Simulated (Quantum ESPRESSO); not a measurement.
Output of a Quantum ESPRESSO run (abridged):

```
     file Zn.pz-dn-kjpaw_psl.1.0.0.UPF: wavefunction(s)  4S 3D renormalized
     file Ni.pz-n-kjpaw_psl.1.0.0.UPF: wavefunction(s)  4S 3D renormalized
     file O.pz-n-kjpaw_psl.1.0.0.UPF: wavefunction(s)  2S 2P renormalized
     Message from routine setup:
     using ibrav=0 with symmetry is DISCOURAGED, use correct ibrav instead
     G-vector sticks info
     --------------------
     sticks:   dense  smooth     PW     G-vecs:    dense   smooth      PW
     Sum        1635     933    295                82567    35563    6333

     bravais-lattice index     =            0
     lattice parameter (alat)  =       9.8305  a.u.
     unit-cell volume          =     646.3338 (a.u.)^3
     number of atoms/cell      =           10
     number of atomic types    =            3
     number of electrons       =        82.00
     number of Kohn-Sham states=           49
     kinetic-energy cutoff     =      55.0000  Ry
     charge density cutoff     =     385.0000  Ry
     scf convergence threshold =      1.0E-11
     mixing beta               =       0.4000
     number of iterations used =            8  plain     mixing
     Exchange-correlation= SLA  PZ   NOGX NOGC
                           (   1   1   0   0   0   0   0)
     Hubbard projectors: atomic
     Hubbard parameters of DFT+U (Dudarev formulation) in eV:
     U(Ni-3d) =  6.2000

     crystal axes: (cart. coord. in units of alat)
               a(1) = (   0.957423  -0.288687   0.000000 )
               a(2) = (   0.957423   0.288687   0.000000 )
               a(3) = (  -0.696491   0.000000   1.230728 )

     reciprocal axes: (cart. coord. in units 2 pi/alat)
               b(1) = (  0.522235 -1.731979  0.295542 )
               b(2) = (  0.522235  1.731979  0.295542 )
               b(3) = ( -0.000000  0.000000  0.812527 )

     ./Zn.pz-dn-kjpaw_psl.1.0.0.UPF
     Pseudo is Projector augmented-wave + core cor, Zval = 12.0
     Shape of augmentation charge: PSQ
   [... lines left out ...]

     number of k points=    34  Marzari-Vanderbilt smearing, width (Ry)=  0.0037
                       cart. coord. in units 2pi/alat
        k(    1) = (   0.0000000   0.0000000   0.0000000), wk =   0.0092593
        k(    2) = (   0.0000000   0.0000000   0.2708424), wk =   0.0185185
        k(    3) = (   0.0870392   0.2886631   0.0492570), wk =   0.0370370
   [... 31 lines left out ...]

     Dense  grid:    82567 G-vectors     FFT dimensions: (  64,  64,  90)

     Smooth grid:    35563 G-vectors     FFT dimensions: (  48,  48,  72)

     Initial potential from superposition of free atoms

     starting charge      81.9966, renormalised to      82.0000

     STARTING HUBBARD OCCUPATIONS:

     =================== HUBBARD OCCUPATIONS ===================
     ------------------------ ATOM    2 ------------------------
     Tr[ns(  2)] (up, down, total) =   5.00000  3.00000  8.00000
     Atomic magnetic moment for atom   2 =   2.00000
     SPIN  1
     eigenvalues:
       1.000  1.000  1.000  1.000  1.000
     SPIN  2
     eigenvalues:
       0.600  0.600  0.600  0.600  0.600
   [... 3 blocks of this kind left out ...]

     Number of occupied Hubbard levels =   32.0000

     Atomic wfc used for Hubbard projectors are NOT orthogonalized
     Self-consistent Calculation

     iteration #  1     ecut=    55.00 Ry     beta= 0.40
     Davidson diagonalization with overlap
     ethr =  1.00E-02,  avg # of iterations =  2.0

     =================== HUBBARD OCCUPATIONS ===================
     ------------------------ ATOM    2 ------------------------
     Tr[ns(  2)] (up, down, total) =   4.99381  3.55134  8.54515
     Atomic magnetic moment for atom   2 =   1.44247
     SPIN  1
     eigenvalues:
       0.998  0.999  0.999  0.999  0.999
     SPIN  2
     eigenvalues:
       0.375  0.392  0.886  0.945  0.954
   [... 3 blocks of this kind left out ...]

     Number of occupied Hubbard levels =   34.2974

     total energy              =   -1163.98790176 Ry
     estimated scf accuracy    <       0.96259819 Ry

     total magnetization       =     8.00 Bohr mag/cell
     absolute magnetization    =     8.00 Bohr mag/cell

     iteration #  2     ecut=    55.00 Ry     beta= 0.40
     Davidson diagonalization with overlap
     ethr =  1.17E-03,  avg # of iterations =  2.0

   [... lines left out ...]
     ethr =  1.00E-13,  avg # of iterations =  4.9

     total energy              =   -1164.53560567 Ry
     estimated scf accuracy    <          6.2E-11 Ry

     total magnetization       =     8.00 Bohr mag/cell
     absolute magnetization    =     8.02 Bohr mag/cell

     iteration # 27     ecut=    55.00 Ry     beta= 0.40
     Davidson diagonalization with overlap
     ethr =  1.00E-13,  avg # of iterations =  1.0

     Magnetic moment per site  (integrated on atomic sphere of radius R)
     atom   1 (R=0.170)  charge=  9.7592  magn=  0.0215
     atom   2 (R=0.167)  charge=  7.6810  magn=  1.6688
     atom   3 (R=0.167)  charge=  7.6810  magn=  1.6688
     atom   4 (R=0.167)  charge=  7.6849  magn=  1.6612
     atom   5 (R=0.167)  charge=  7.6849  magn=  1.6612
     atom   6 (R=0.167)  charge=  5.6866  magn=  0.2413
     atom   7 (R=0.167)  charge=  5.6789  magn=  0.1758
     atom   8 (R=0.167)  charge=  5.6789  magn=  0.1758
     atom   9 (R=0.167)  charge=  5.6825  magn=  0.2076
     atom  10 (R=0.167)  charge=  5.6825  magn=  0.2076
     End of self-consistent calculation

     =================== HUBBARD OCCUPATIONS ===================
     ------------------------ ATOM    2 ------------------------
     Tr[ns(  2)] (up, down, total) =   4.99150  3.42458  8.41608
     Atomic magnetic moment for atom   2 =   1.56693
     SPIN  1
     eigenvalues:
       0.998  0.998  0.998  0.998  0.998
     SPIN  2
     eigenvalues:
       0.210  0.226  0.996  0.996  0.996
   [... 3 blocks of this kind left out ...]

     Number of occupied Hubbard levels =   33.6786

 ------ SPIN UP ------------

          k = 0.0000 0.0000 0.0000 (  4429 PWs)   bands (ev):

    -8.8553  -7.9119  -7.8364  -7.6134  -7.4984   1.9882   2.1223   2.3721
     2.6510   2.6843   2.9173   2.9274   3.0645   3.1879   3.3462   3.5639
     3.6596   4.3009   4.4030   4.4732   4.4755   4.4928   4.7490   4.7586
     5.0105   5.0221   5.0479   5.1625   5.2224   5.2341   6.3839   6.5059
     6.7281   6.7676   8.1135   8.1150   8.1204   8.1217   8.3400   8.3893
     8.5845   8.6059   8.7127   9.4525   9.6481  11.4766  16.1700  16.5283
    17.3481

          k = 0.0000 0.0000 0.2708 (  4449 PWs)   bands (ev):

    -8.6776  -8.2609  -7.7416  -7.5840  -7.4626   1.5384   2.5009   2.5743
     2.5854   2.7131   2.8698   3.0070   3.1909   3.3098   3.4774   3.7587
     3.7919   3.9705   4.3533   4.3599   4.4991   4.5303   4.6275   4.8224
     4.8603   4.9568   5.1259   5.1417   5.2531   5.3408   6.3456   6.6006
     6.7928   6.9117   6.9573   7.4977   7.7527   8.2112   8.3712   8.4109
     8.6511   8.8074   9.0463   9.7281   9.9403  12.6501  14.7154  15.9353
    17.2589

   [... 32 blocks of this kind left out ...]

 ------ SPIN DOWN ----------

          k = 0.0000 0.0000 0.0000 (  4429 PWs)   bands (ev):

    -8.5545  -7.3308  -7.2926  -7.0005  -6.9560   2.6504   2.6825   3.3452
     3.4475   4.0301   4.2085   4.7033   4.7692   4.7791   4.9938   5.0809
     5.2325   5.6127   5.6154   5.7033   5.9676   6.2242   6.5058   6.7978
     7.1633   7.2917   7.3648   7.4544   7.8019   7.8526   7.8675   7.9558
     8.0726   8.4730   8.4786   8.4817   8.5235  11.4405  11.4502  11.7263
   [... lines left out ...]
     the Fermi energy is    11.0414 ev
!    total energy              =   -1164.53560567 Ry
   [... lines left out ...]

     total magnetization       =     8.00 Bohr mag/cell
     absolute magnetization    =     8.02 Bohr mag/cell

     convergence has been achieved in  27 iterations

     Forces acting on atoms (cartesian axes, Ry/au):

     atom    1 type  1   force =     0.00000000    0.00000000    0.00000000
     atom    2 type  2   force =     0.00042207    0.00000000    0.00153184
     atom    3 type  2   force =    -0.00042207    0.00000000   -0.00153184
     atom    4 type  2   force =    -0.00141961    0.00000000    0.00071898
     atom    5 type  2   force =     0.00141961    0.00000000   -0.00071898
     atom    6 type  3   force =     0.00000000    0.00000000    0.00000000
     atom    7 type  3   force =    -0.00367183    0.00000000    0.00168838
     atom    8 type  3   force =     0.00367183    0.00000000   -0.00168838
     atom    9 type  3   force =    -0.00191152    0.00000000   -0.00223629
     atom   10 type  3   force =     0.00191152    0.00000000    0.00223629

     Total force =     0.007752     Total SCF correction =     0.000001

          total   stress  (Ry/bohr**3)                   (kbar)     P=     -117.55
  -0.00080095   0.00000000  -0.00000069         -117.82        0.00       -0.10
   0.00000000  -0.00079610   0.00000000            0.00     -117.11        0.00
  -0.00000069   0.00000000  -0.00080017           -0.10        0.00     -117.71

   JOB DONE.
```

Reconstruct the input of this run.

Other spellings and defaults could give the same log, and not every line can be read from it. The input that was run (DFT, LDA (PZ)+U, plane waves, PSlibrary PAW (LDA) pseudopotentials):

```fortran
&control
 calculation = 'scf'
 prefix = 'run'
 outdir = './out'
 pseudo_dir = './'
 tprnfor = .true.
 tstress = .true.
/
&system
 ibrav = 0
 nat = 10
 ntyp = 3
 ecutwfc = 55
 ecutrho = 385
 occupations = 'smearing'
 smearing = 'cold'
 degauss = 0.0036749
 nspin = 2
 starting_magnetization(2) = 0.200
/
&electrons
 conv_thr = 1.0e-11
 mixing_beta = 0.4
/
ATOMIC_SPECIES
Zn    65.3800  Zn.pz-dn-kjpaw_psl.1.0.0.UPF
Ni    58.6934  Ni.pz-n-kjpaw_psl.1.0.0.UPF
O     15.9990  O.pz-n-kjpaw_psl.1.0.0.UPF
CELL_PARAMETERS bohr
   9.4119982822    -2.8379528994     0.0000000000
   9.4119982822     2.8379528994     0.0000000000
  -6.8468897098     0.0000000000    12.0987315177
ATOMIC_POSITIONS crystal
Zn    0.0000000000    0.0000000000    0.0000000000
Ni    0.5999900000    0.5999900000    0.4006900000
Ni    0.4000100000    0.4000100000    0.5993100000
Ni    0.1997800000    0.1997800000    0.7990000000
Ni    0.8002200000    0.8002200000    0.2010000000
O     0.0000000000    0.0000000000    0.5000000000
O     0.6019500000    0.6019500000    0.8980200000
O     0.3980500000    0.3980500000    0.1019800000
O     0.2014900000    0.2014900000    0.3028300000
O     0.7985100000    0.7985100000    0.6971700000
K_POINTS automatic
6 6 3  0 0 0
HUBBARD {atomic}
U Ni-3d 6.2
```

The starting cell comes from a database of computed structures (which also holds hypothetical and non-ambient phases and stackings), without a prior relaxation at this level. The magnetic order is the one reached from the typed start; others were not searched systematically. With U or open f shells several self-consistent states can exist. With a pressure of about -12 GPa the cell is away from its equilibrium volume at this level.
